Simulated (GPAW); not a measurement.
Input and output of a self-consistent single point for NiAl (Pm-3m, 2 atoms in the cell) (GPAW).

Computed with PBE, GPAW PAW datasets PBE (gpaw-data 1.0.1) (plane waves; GPAW 25.7.0).

The change in words: lattice scaled by 0.98. Reference geometry:
```yaml
crystal:
  lattice:
    - [2.89000, 0.00000, 0.00000]
    - [0.00000, 2.89000, 0.00000]
    - [0.00000, 0.00000, 2.89000]
  atoms:
    - { symbol: Al, position: [0.50000, 0.50000, 0.50000] }
    - { symbol: Ni, position: [0.00000, 0.00000, 0.00000] }
```

Reference input (self-consistent single point, DFT PBE, plane waves, GPAW PAW datasets PBE (gpaw-data 1.0.1)): mode = pw; ecut = 800 eV; xc = PBE; kpts = 9 9 9; mesh shift (steps) = 0 0 0; occupations.name = fermi-dirac; occupations.width = 0.1 eV; nbands = -10; convergence.density = 1e-05 e/electron; symmetry.symmorphic = false; symmetry.tolerance = 0.0005; maxiter = 100. This run's input differs from it in these lines:

```diff
@@ -5,5 +5,5 @@
 atoms = Atoms(['Al', 'Ni'],
-              cell=[[2.890000, 0.000000, 0.000000],
-                    [0.000000, 2.890000, 0.000000],
-                    [0.000000, 0.000000, 2.890000]],
+              cell=[[2.832200, 0.000000, 0.000000],
+                    [0.000000, 2.832200, 0.000000],
+                    [0.000000, 0.000000, 2.832200]],
               scaled_positions=[[0.500000, 0.500000, 0.500000],
```

Log, with long lists cut:

```
     iter     time        total  log10-change:
                         energy   eigst   dens
iter:   1 --:--:--   -12.404601
iter:   2 --:--:--   -12.300048   -0.66  -1.48
iter:   3 --:--:--   -12.211214   -1.52  -1.52
iter:   4 --:--:--   -12.268502   -2.28  -1.58
iter:   5 --:--:--   -12.264512   -2.80  -1.83
iter:   6 --:--:--   -12.303396   -3.00  -2.23
iter:   7 --:--:--   -12.270138   -3.15  -2.08
iter:   8 --:--:--   -12.270000   -5.59  -3.26
iter:   9 --:--:--   -12.269993c  -6.25  -3.70
iter:  10 --:--:--   -12.269984c  -6.35  -3.69
iter:  11 --:--:--   -12.269985c  -7.88c -4.61
iter:  12 --:--:--   -12.269985c  -9.93c -5.20c
Converged after 12 iterations.

Dipole moment: (-0.000000, -0.000000, -0.000000) |e|*Ang

Energy contributions relative to reference atoms: (reference = -47971.421712)

Kinetic:        +17.492370
Potential:      -11.588459
External:        +0.000000
XC:             -18.242008
Entropy (-ST):   -0.026829
Local:           +0.081527
SIC:             +0.000000
--------------------------
Free energy:    -12.283400
Extrapolated:   -12.269985

Showing only first 2 kpts
 Kpt  Band  Eigenvalues  Occupancy
  0     7      8.05393    2.00000
  0     8      8.05393    2.00000
  0     9     15.36570    0.00000
  0    10     15.36570    0.00000

  1     7      7.94870    2.00000
  1     8      8.06562    2.00000
  1     9     13.47105    0.00000
  1    10     15.67852    0.00000

Fermi level: 9.72306

No gap
No difference between direct/indirect transitions
Energy (eV): -12.269985

Forces in eV/Ang:
  0 Al    0.00000    0.00000    0.00000
  1 Ni    0.00000    0.00000    0.00000

Stress tensor:
    -0.080783    -0.000000     0.000000
    -0.000000    -0.080783     0.000000
     0.000000     0.000000    -0.080783
Stress (GPa, Voigt): [-12.9428 -12.9428 -12.9428   0.       0.      -0.    ]
```

The run converged in 12 iterations. GPAW prints stress with tension positive. Against the reference run the free energy rises by 30.3 meV/atom and the pressure goes from 1.36 to 12.94 GPa.

The starting cell has typed, rounded lattice constants, without a prior relaxation at this level. For this run, on top of that: lattice scaled by 0.98. Spin polarisation is off. With a pressure of about 13 GPa the cell is away from its equilibrium volume at this level.
